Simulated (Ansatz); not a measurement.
Worked calculations on one periodic cell of amorphous Ti₂₀O₄₂Hf: Ti20O42Hf, 63 atoms, volume 774.7 Å³, made by a melt-quench on the CHGNet potential and relaxed with DFT. O atoms were pushed apart under 1.9 Å during the dynamics, to hinder bonds among them. It is a model cell: composition and starting density were chosen by hand, and all elements were melted together. Cycles of charging were run to anneal it. The numbers are results of PBE, scalar-relativistic without spin-orbit coupling (plane waves to 420 eV, PAW; Ansatz, a first-principles code), not measurements. Sampling: a 2×2×2 Γ-centred mesh; Fermi-Dirac width 0.02 eV; no spin polarisation. Its volume was held where the quench left it, its shape was free, and it stands at a mean pressure of 1.9 GPa with stress components up to 2.0 GPa; the relaxation ran on the zone centre alone. Its density went from a set 3.88 to 3.88 g/cm³. The cell is small and was quenched far faster than a real film, so it is one sample of the glass.

Q: Count formal charges (Ti +4, O -2, Hf +4). What does the count lead one to expect at the Fermi level, and what does the calculation give?

A: 20 × (+4) + 42 × (-2) + 1 × (+4) = 0. The charges balance, so the anion-derived valence states can be full and a gap can open. On this mesh the highest filled and lowest empty level lie 2.83 eV apart, the PBE gap of this cell.

Four energies for an added electron at PBE on the zone centre alone (charged cells in a uniform background, spin-polarised): neutral at the neutral geometry -89629.444 eV; charged at the neutral geometry -89620.033 eV; charged and relaxed -89620.141 eV; neutral at the charged geometry -89629.303 eV.

Q: Find the two relaxation energies and their sum, the reorganisation energy.

A: On charging: -89620.033 − (-89620.141) = 0.108 eV. On discharging: -89629.303 − (-89629.444) = 0.141 eV. The sum is 0.249 eV. The carrier's level spreads over 11 of the 63 atoms' worth, so it counts as partly localised, most on one Ti atom with neighbours O 1.79 Å, O 1.86 Å, O 1.95 Å, O 1.96 Å, O 2.04 Å (neutral geometry). The values are uncorrected: the image energy of a point charge in this cell, 2.84 × 14.40 / (2 × 9.2) = 2.2 eV before screening, is screened by electrons alone at the fixed geometry and by ions too after relaxing, and the carrier can be spread before it relaxes, so each term can be off by up to that value times 1/ε∞, some tenths of an eV. PBE's self-interaction favours spread-out carriers, so a hybrid can localise more.

Four energies for a hole at PBE on the zone centre alone (charged cells in a uniform background, spin-polarised): neutral at the neutral geometry -89629.444 eV; charged at the neutral geometry -89635.912 eV; charged and relaxed -89636.003 eV; neutral at the charged geometry -89629.061 eV.

Q: Find the two relaxation energies and their sum, the reorganisation energy.

A: On charging: -89635.912 − (-89636.003) = 0.091 eV. On discharging: -89629.061 − (-89629.444) = 0.383 eV. The sum is 0.474 eV. The carrier's level spreads over 6 of the 63 atoms' worth, so it counts as localised, most on one O atom with neighbours Ti 1.95 Å, Ti 1.99 Å, Hf 2.09 Å (neutral geometry). The values are uncorrected: the image energy of a point charge in this cell, 2.84 × 14.40 / (2 × 9.2) = 2.2 eV before screening, is screened by electrons alone at the fixed geometry and by ions too after relaxing, and the carrier can be spread before it relaxes, so each term can be off by up to that value times 1/ε∞, some tenths of an eV. PBE's self-interaction favours spread-out carriers, so a hybrid can localise more.
